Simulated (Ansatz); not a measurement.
One base run on Mn2Sn (P4/nmm, 6 atoms in the cell) and variants with one or two settings moved

```xyz
6
Lattice="4.0494 0.0000 0.0000 0.0000 4.0494 0.0000 0.0000 0.0000 6.1787" Properties=species:S:1:pos:R:3 pbc="T T T"
Mn     0.0000     0.0000     0.0000
Mn     2.0247     2.0247     0.0000
Mn     2.0247     0.0000     1.6683
Mn     0.0000     2.0247     4.5105
Sn     2.0247     0.0000     4.3251
Sn     0.0000     2.0247     1.8536
```
Moments meant for the start (each program seeds them in its own way; μB, in the order of the atoms Mn Mn Mn Mn Sn Sn): 4.0 4.0 4.0 4.0 0.0 0.0.

Base run A: PBE run with Ansatz (a program for electronic structure), self-consistent single point.

Its settings: basis.ecutwfc = 420 eV; kpoints.mp_grid.grid = 7 7 5; hamiltonian.xc = pbe; hamiltonian.pseudopotentials = {kind: paw} (the program's default PAW files); magnetization.spin_polarized = true; scf.occupations.method = cold; scf.occupations.width = 0.1 eV.

The starting cell was generated: these elements placed on a structure prototype, without a prior relaxation; it need not be a known phase or ordering of this composition. Its lattice was rescaled by a random factor within 2.5 % of one. The magnetic order is the one reached from the typed start; others were not searched systematically. The program warned that, by what it read of turns of the moments, another magnetic order lies lower. Ansatz's pressure includes its estimate of the finite-basis (Pulay) stress.

ΔF is the free energy per atom less that of run A. A dash stands where there is no value to compare (another energy zero or no entropy term, no result, no spin, no clean gap, or a mesh too coarse for one). Total energies depend on the potentials, the functional and any Hubbard or dispersion term, so they are compared only between runs that share all of them.

Run A gave: pressure (GPa) 0.83; largest force (eV/Å) 0.315; size of the net moment (μB/atom) 1.91; k-points 30.

Runs:
- B: scf.occupations.width: 0.1 eV → 0.5 eV
- C: kpoints.mp_grid.shift: default → 0.5 0.5 0.5
- D: kpoints.mp_grid.grid: 7 7 5 → 9 9 6
- E: hamiltonian.dispersion: default → d3bjatm [PBE-D3BJ-ATM]
- F: scf.mixing.preconditioner: default (the program chose Kerker) → local_kerker
- G: scf.mixing.algorithm: default (the program chose MSR1) → anderson; scf.mixing.beta: default → 0.05

Q: What does run C change against A?

A: The free energy rises by 1.2 meV/atom, the pressure goes from 0.83 to 1.23 GPa, the largest force goes from 0.315 to 0.337 eV/Å and the size of the net moment hardly changes (1.91 to 1.93 μB/atom).

Q: What does run E change against A?

A: The pressure goes from 0.83 to -2.10 GPa, the largest force moves little (0.315 to 0.318 eV/Å) and the size of the net moment stays at 1.91 μB/atom.

```json
[
 {"run": "A", "ΔF (meV/atom)": "0.00", "pressure (GPa)": "0.83", "largest force (eV/Å)": "0.315", "size of the net moment (μB/atom)": "1.91", "k-points": "30"},
 {"run": "B", "ΔF (meV/atom)": "18.0", "pressure (GPa)": "1.07", "largest force (eV/Å)": "0.348", "size of the net moment (μB/atom)": "1.94", "k-points": "30"},
 {"run": "C", "ΔF (meV/atom)": "1.24", "pressure (GPa)": "1.23", "largest force (eV/Å)": "0.337", "size of the net moment (μB/atom)": "1.93", "k-points": "30"},
 {"run": "D", "ΔF (meV/atom)": "1.41", "pressure (GPa)": "0.79", "largest force (eV/Å)": "0.302", "size of the net moment (μB/atom)": "1.90", "k-points": "60"},
 {"run": "E", "ΔF (meV/atom)": "–", "pressure (GPa)": "-2.10", "largest force (eV/Å)": "0.318", "size of the net moment (μB/atom)": "1.91", "k-points": "30"},
 {"run": "F", "ΔF (meV/atom)": "0.00", "pressure (GPa)": "0.83", "largest force (eV/Å)": "0.315", "size of the net moment (μB/atom)": "1.91", "k-points": "30"},
 {"run": "G", "ΔF (meV/atom)": "0.00", "pressure (GPa)": "0.83", "largest force (eV/Å)": "0.315", "size of the net moment (μB/atom)": "1.91", "k-points": "30"}
]
```

Keys are those of Ansatz 0.2.
